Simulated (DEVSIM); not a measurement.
Structure: Cr/SiO2/p-Si capacitor, at 300 K.

Layer 1 from the left is SiO2, thickness (nm) 16.0. Layer 2 from the left is Si, thickness (nm) 740, Na (cm⁻³) 6e17.

Metal gate on the left, work function 4.5 eV. Fixed charge at the semiconductor interface 0 cm⁻² (in units of +e); no interface traps.

The device is made up for the run: typed textbook-type constants, with dimensions and the other settings drawn at random. Values at 300 K.

SiO2: gap (eV) 9, affinity (eV) 0.9, permittivity 3.9. Si: gap (eV) 1.124, affinity (eV) 4.05, permittivity 11.7, Nc (cm⁻³) 2.86e19, Nv (cm⁻³) 3.1e19.

Simulated with DEVSIM: 1D Poisson equation in equilibrium, Boltzmann statistics, complete ionisation; no quantum confinement or tunnelling. Metal contacts follow the ideal Schottky-Mott rule: no Fermi-level pinning, no interface dipoles.

Q: What does the simulation give for the minimum of the low-frequency capacitance, the flat-band voltage?

A: minimum of the low-frequency capacitance 0.118 μF/cm²; flat-band voltage -0.57 V.
